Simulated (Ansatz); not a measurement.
Start from SnSe₂ in the CdI2 type structure (space group P-3m1, No. 164; a = 3.794 Å, c = 5.744 Å; layered, stacked along the Cartesian z axis). Axes: x lies along a and z along c of the hexagonal cell.

Calculations: PBEsol-D3(BJ)/PAW in Ansatz (a quantum-chemistry and plane-wave program), scalar-relativistic without spin-orbit coupling.

Strains are applied to the cell and any free atomic positions relax; under biaxial strain the out-of-plane vector relaxes too.

One change was made to it. Results:

The smallest direct gap goes up by 0.46 eV (0.68 eV → 1.14 eV); the shortest interatomic distance shrinks by 0.025 Å (2.704 Å → 2.679 Å); the band gap goes from zero to 0.23 eV; the gap character becomes indirect, K–Γ (80 % along) → k = (0, 0.400, -1/3) in the run's primitive reciprocal basis (base: absent).

**Question.** Name the change that was made.
A) biaxial strain −0.50 %, plane normal [001], relaxed out of plane
B) biaxial strain −1.50 %, plane normal [001], relaxed out of plane
C) biaxial strain −2.50 %, plane normal [001], relaxed out of plane

**Answer.** C, biaxial strain −2.50 %, plane normal [001], relaxed out of plane. For comparison, the band gap in the other runs: biaxial strain −1.50 %, plane normal [001], relaxed out of plane gives 0.16 eV; biaxial strain −0.50 %, plane normal [001], relaxed out of plane gives 0.07 eV.

No phonon test of stability was made. All final runs are without spin polarisation. Gaps under 0.05 eV, about the width of the smearing, are given as zero. A zero or small gap of SnSe2 can be the functional's error rather than a property of the material.
